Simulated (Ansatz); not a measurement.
The reference is CdTe in the zinc blende structure (space group F-43m, No. 216; a = 6.618 Å).

Level of theory: Ansatz (a quantum-chemistry and plane-wave program) PBE, no spin-orbit coupling.

For the base:

```
Quantity                       Value
-------------------  ---------------
Electron mass        0.053 mₑ (at Γ)
Lattice parameter a          6.618 Å
Band gap                     0.59 eV
```

Now apply this change: hydrostatic tension (pressure −2 GPa).

Q: What happens to the electron mass?

A: The electron mass goes from 0.053 mₑ (at Γ) to 0.039 mₑ (at Γ).

Q: Predict the new lattice parameter a.

A: The lattice parameter a increases by 0.150 Å (6.618 Å → 6.768 Å).

Q: Predict the new band gap.

A: The band gap decreases by 0.192 eV to 0.39 eV.

Spin-orbit coupling, missing from the scalar runs, can matter with Te. Load acts through the strain it causes; cell and atoms are relaxed under it. Effective masses come from finite differences of ±0.01 Å⁻¹. Stability against distortions was not tested.
